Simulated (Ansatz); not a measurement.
Results of PBE0 (plane waves, PAW; Ansatz, a program for electronic structure) for cubic perovskite CsCdCl3.

Numerical settings: plane-wave cutoff 460 eV, 4×4×4 k mesh, Fermi–Dirac smearing 0.01 eV, scalar-relativistic PAW data made under PBE.

Cell (relaxed with PBEsol):

```yaml
crystal:
  lattice:
    - [5.20227, 0.00000, 0.00000]
    - [0.00000, 5.20227, 0.00000]
    - [0.00000, 0.00000, 5.20227]
  atoms:
    - { symbol: Cs, position: [0.00000, 0.00000, 0.00000] }
    - { symbol: Cd, position: [0.50000, 0.50000, 0.50000] }
    - { symbol: Cl, position: [0.00000, 0.50000, 0.50000] }
    - { symbol: Cl, position: [0.50000, 0.00000, 0.50000] }
    - { symbol: Cl, position: [0.50000, 0.50000, 0.00000] }
```

### Question
Give the computed band gap and smallest direct gap on the k points sampled.

### Answer

band gap: 3.90 eV (on the SCF k mesh)
smallest direct gap on the k points sampled: 4.58 eV

Note: cell and atoms aren't relaxed at this level (pressure 1.6 GPa).

Spin–orbit coupling is not included.

Static lattice: no zero-point or thermal effects.

Computing time: very roughly 90 core-seconds.
